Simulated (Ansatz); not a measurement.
The parent structure is Ca3SbN in the anti-perovskite structure (space group Pm-3m, No. 221; a = 4.803 Å; a cell from a computed database, its experimental status unchecked). Axes: x, y, z lie along the cube axes.

Perturbation: biaxial strain −1.81 %, plane normal [001], relaxed out of plane (Cartesian); in-plane vectors clamped, the third vector and the atoms free.

Levels (all Ansatz, a program for electronic structure, PAW): PBEsol (420 eV, no SOC); PBEsol+SOC (420 eV, noncollinear with spin-orbit coupling).

The geometry is relaxed with PBEsol.

PBEsol valence-band top at Γ: 0.00, 0.00, -0.10 eV
PBEsol band gap: 0.19 eV
PBEsol gap character: direct at Γ

With PBEsol+SOC at the same geometry, the valence-band top at Γ (three highest Kramers pairs, from the VBM) becomes 0.00, -0.06, -0.36 eV (PBEsol: 0.00, 0.00, -0.10 eV); the band gap shrinks by 0.11 eV (0.19 eV → 0.08 eV); the gap character stays direct at Γ.

Single points use the geometry relaxed with PBEsol. Differences between runs with and without spin-orbit coupling are approximate. Spin-orbit coupling, missing from the scalar runs, can matter with Sb. Whether these cells are dynamically stable was not tested. The zero or small gap of Ca3SbN under biaxial strain −1.81 %, plane normal [001], relaxed out of plane can change with the level of theory. k-point labels follow each cell's own Brillouin zone.
